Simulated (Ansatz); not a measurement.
# Quick settings and what they miss: HfV2 (Imma, 6 atoms in the cell)

Self-consistent single point.

```xyz
6
Lattice="-2.5739 2.6426 3.6550 2.5739 -2.6426 3.6550 2.5739 2.6426 -3.6550" Properties=species:S:1:pos:R:3 pbc="T T T"
Hf     0.0000     1.3213     4.5653
Hf     2.5739     1.3213    -0.9102
V      0.0000     0.0000     0.0000
V      0.0000     2.6426     0.0000
V      1.2869     1.3213     1.8275
V     -1.2869     1.3213     1.8275
```

Method of the run: PBEsol, default PAW files made with PBE (plane waves; Ansatz, an electronic-structure program).

Base settings: basis.ecutwfc = 420 eV; kpoints.mp_grid.grid = 8 8 8; hamiltonian.xc = pbesol; hamiltonian.pseudopotentials = {kind: paw} (the program's default PAW files); scf.occupations.method = fermi_dirac; scf.occupations.width = 0.05 eV.

Tight run (finer mesh or higher cutoff; not a proven limit): basis.ecutwfc: 420 eV → 590 eV; kpoints.mp_grid.grid: 8 8 8 → 11 11 11; scf.convergence.dr2_threshold: default (1e-07 eV) → 1e-09 eV. It gave Fermi level (on the code's own zero) 17.35 eV; pressure -7.71 GPa; largest force (vector length) 0.002 eV/Å.

Quick runs, as changes from the base:
- A: the base itself
- B: basis.ecutwfc: 420 eV → 250 eV; kpoints.mp_grid.grid: 8 8 8 → 6 6 6; scf.occupations.method: fermi_dirac → gaussian; scf.occupations.width: 0.05 eV → 0.5 eV; scf.convergence.dr2_threshold: default (1e-07 eV) → 0.0001 eV
- C: kpoints.mp_grid.grid: 8 8 8 → 4 4 4; scf.convergence.dr2_threshold: default (1e-07 eV) → 0.001 eV
- D: basis.ecutwfc: 420 eV → 250 eV; kpoints.mp_grid.grid: 8 8 8 → 1 1 1; scf.convergence.dr2_threshold: default (1e-07 eV) → 0.001 eV
- E: basis.ecutwfc: 420 eV → 210 eV; kpoints.mp_grid.grid: 8 8 8 → 4 4 4
- F: basis.ecutwfc: 420 eV → 295 eV; hamiltonian.xc: pbesol → lda; scf.occupations.method: fermi_dirac → cold; scf.occupations.width: 0.05 eV → 0.2 eV [LDA (PW92)]

Energies are extrapolated to zero smearing width, which holds to low order in the width alone.

Dashes: energy of F, another energy zero.

† marks runs with another functional, U, potentials or spin treatment: their distance from the tight run is not a convergence error alone.

The count of work is k-points × plane waves × bands × iterations; it is no time. 

Pressures in the table are Ansatz's without its Pulay estimate, at a fixed set of plane waves; the tight run's value above holds the estimate.

The starting cell comes from a database of computed structures (which also holds hypothetical and non-ambient phases and stackings), without a prior relaxation at this level. Its lattice was rescaled by a random factor within 2.5 % of one. Spin polarisation is off. In the base run, with a pressure of about -8 GPa the cell is away from its equilibrium volume at this level.

```
run  energy less tight (meV/atom)  pressure less tight (GPa)  largest miss in a force vector (eV/Å)  count of work / tight
---  ----------------------------  -------------------------  -------------------------------------  ---------------------
A                             1.4                      -0.04                                  0.002                   0.24
B                          1170.4                     -69.49                                  0.007                  0.040
C                             2.3                      -0.02                                  0.014                  0.033
D                           865.3                     -76.31                                  0.515                0.00086
E                          4780.5                    -210.11                                  0.012                  0.018
F†                              –                     -22.66                                  0.006                   0.14
```

Among the runs at the tight run's level, the energy misses run from 1.4 to 4780.5 meV/atom.

Keys are those of Ansatz 0.2.
